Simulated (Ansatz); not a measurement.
Functionals compared on a constructed model of the (0001) surface of hcp Hf, a pseudomorphic layer of Ti in the host's stacking (bottom of the slab: a bare face, its two planes held), in Ansatz (plane waves, PAW). The structure was relaxed with PBE; the other rows are single points on it. Cutoff 420 eV (500 eV for r2SCAN).

Model: 7-atom slab, 15.6 Å thick at the start, 13x13x1 mesh, Fermi-Dirac 0.1 eV, dipole correction, 2 atoms held, the rest relaxed; start symmetry kept, larger cells not searched; no spin, no spin-orbit, no U. It is one candidate, not shown to be the stable structure of the face. These notes are the PBE run's.

| functional | work function of the top face (eV) | rough cost of the single point |
|---|---|---|
| PBE | 4.04 | – |
| RPBE | (withheld) | around 70 core-seconds (rough) |
| r2SCAN | 4.12 | very roughly 110 core-seconds |

What belongs in the gaps?


- RPBE, work function of the top face (eV): 3.94

Ansatz is a first-principles code.
